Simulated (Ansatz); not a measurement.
Take AlN in the rock salt structure (space group Fm-3m, No. 225; a = 4.045 Å; a model cell, its experimental status unchecked) as the base. Axes: x, y, z lie along the cube axes.

Now apply this change: compressive biaxial strain of 1.18 % in the plane normal to [111], as in epitaxy on a mismatched substrate; the out-of-plane cell vector and the atoms relax.

Levels (all Ansatz, a quantum-chemistry and plane-wave program, PAW): PBEsol (420 eV, no SOC); r2SCAN (500 eV, no spin-orbit coupling); HSE06 (420 eV, no spin-orbit coupling).

One geometry, relaxed with PBEsol, under each level:

| level | band gap | lowest conduction level above the VBM at special points | pressure |
|---|---|---|---|
| PBEsol | 4.63 eV | F 4.63 eV; S₀ 5.72 eV; S₂ 5.72 eV; Γ 5.87 eV | 6.00 GPa |
| r2SCAN | … | … | … |
| HSE06 | 6.11 eV | F 6.11 eV; S₀ 7.23 eV; S₂ 7.23 eV; Γ 7.45 eV | – |

Q: Give the withheld r2SCAN results.

A: 
- r2SCAN, band gap: 5.55 eV
- r2SCAN, lowest conduction level above the VBM at special points: F 5.55 eV; S₀ 6.65 eV; S₂ 6.65 eV; Γ 6.70 eV
- r2SCAN, pressure: 4.65 GPa

Single points use the geometry relaxed with PBEsol. Their cutoffs differ, which shifts pressures a little. The hybrid gap comes from the SCF mesh plus the semilocal run's edge points and a few special points and is an upper bound. Whether these cells are dynamically stable was not tested. The base started in P3_121 and relaxed to Fm-3m at this level. This is not the structure that AlN has at room temperature and ambient pressure. k-point labels follow each cell's own Brillouin zone.
